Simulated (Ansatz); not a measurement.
Here is the system:

```
CELL_PARAMETERS angstrom
      1.50034     0.85628     6.15596
     -1.46589     0.85628     6.14765
      0.01723    -1.71256     6.15181
ATOMIC_POSITIONS crystal
  Ag 0.00000 0.00000 0.00000
  Cr 0.50000 0.50000 0.50000
  O  0.11511 0.11161 0.11337
  O  0.88489 0.88839 0.88663
```

Spin-polarised, with starting moments of sign Ag0 Cr+ O0 O0.

The values are results of Ansatz (a quantum-chemistry and plane-wave program) PBEsol, without spin-orbit coupling, not measurements. k-mesh 13×13×13 (Γ-centred); smearing 0.05 eV (Fermi–Dirac).

Q: Predict the stress and largest site moment.

A: The stress (xx, yy, zz, yz, xz, xy; compression positive) comes out as (0.0, 0.0, 0.0, 0.0, -0.1, 0.0) GPa and the largest site moment is 2.35 μB.

The cells carry an imposed strain or load. No phonon test of stability was made. No Hubbard U is applied and the magnetic state is the run's own (CrAgO2 ferromagnetic); small cells can't hold the antiferromagnetic order that many such compounds have, so gaps and moments can be off. The cell was made from CrAgO2 (space group R-3m, No. 166; ferromagnetic; a model cell) by this change: tensor shear ε_xz = +0.28 %.
